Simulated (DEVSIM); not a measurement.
System: Ru/SiO2/p-Ge capacitor, at 250 K.

| layer (left to right) | material | thickness (nm) | Na (cm⁻³) |
|---|---|---|---|
| 1 | SiO2 | 4.10 | - |
| 2 | Ge | 520 | 1.3e18 |

Metal gate on the left, work function 4.7 eV. Fixed charge at the semiconductor interface 0 cm⁻² (in units of +e); no interface traps.

Constants are typed, rounded textbook-type inputs, not results; the design itself was drawn at random and stands for no fabricated device. Values at 300 K; Nc and Nv go as T^1.5, mobilities as T to minus their exponent, the gap by Varshni's rule with the affinity fixed.

| parameter | SiO2 | Ge |
|---|---|---|
| gap (eV) | 9 | 0.664 |
| affinity (eV) | 0.9 | 4 |
| permittivity | 3.9 | 16 |
| Nc (cm⁻³) | - | 1.04e19 |
| Nv (cm⁻³) | - | 6e18 |
| Varshni α (eV/K) | - | 0.000477 |
| Varshni β (K) | - | 235 |

Simulated with DEVSIM: 1D Poisson equation in equilibrium, Boltzmann statistics, complete ionisation; no quantum confinement or tunnelling. Metal contacts follow the ideal Schottky-Mott rule: no Fermi-level pinning, no interface dipoles.

Base results: minimum of the low-frequency capacitance (μF/cm²) 0.334; flat-band voltage (V) 0.04; capacitance of the dielectric stack (μF/cm²) 0.842; threshold voltage (band bending 2φF) (V) 1.38.

**Question.** What follows from this one change: fixed charge 0 → -2.22e+12 cm^-2?

**Answer.** minimum of the low-frequency capacitance little changed (0.335 μF/cm²); flat-band voltage 0.04 → 0.47 V; capacitance of the dielectric stack little changed (0.842 μF/cm²); threshold voltage (band bending 2φF) 1.38 → 1.80 V.

**Question.** What follows from this one change: substrate doping 1.3e+18 → 2.6e+17 cm^-3?

**Answer.** minimum of the low-frequency capacitance 0.334 → 0.201 μF/cm²; flat-band voltage 0.04 → 0.08 V; capacitance of the dielectric stack little changed (0.842 μF/cm²); threshold voltage (band bending 2φF) 1.38 → 0.93 V.

**Question.** What follows from this one change: temperature 250 → 450 K?

**Answer.** minimum of the low-frequency capacitance 0.334 → 0.406 μF/cm²; flat-band voltage 0.04 → 0.18 V; capacitance of the dielectric stack little changed (0.842 μF/cm²); threshold voltage (band bending 2φF) 1.38 → 1.18 V.

**Question.** What follows from this one change: gate work function 4.7 → 4.55 eV?

**Answer.** minimum of the low-frequency capacitance little changed (0.333 μF/cm²); flat-band voltage 0.04 → -0.11 V; capacitance of the dielectric stack little changed (0.842 μF/cm²); threshold voltage (band bending 2φF) 1.38 → 1.23 V.

**Question.** What follows from this one change: interface trap density 0 → 1e+12 cm^-2 eV^-1?

**Answer.** minimum of the low-frequency capacitance 0.334 → 0.387 μF/cm²; flat-band voltage 0.04 → -0.04 V; capacitance of the dielectric stack little changed (0.842 μF/cm²); threshold voltage (band bending 2φF) 1.38 → 1.41 V.

**Question.** What follows from this one change: SiO2 thickness 0.0041 → 0.0016 μm?

**Answer.** minimum of the low-frequency capacitance 0.334 → 0.441 μF/cm²; flat-band voltage little changed (0.04 V); capacitance of the dielectric stack 0.842 → 2.16 μF/cm²; threshold voltage (band bending 2φF) 1.38 → 0.94 V.
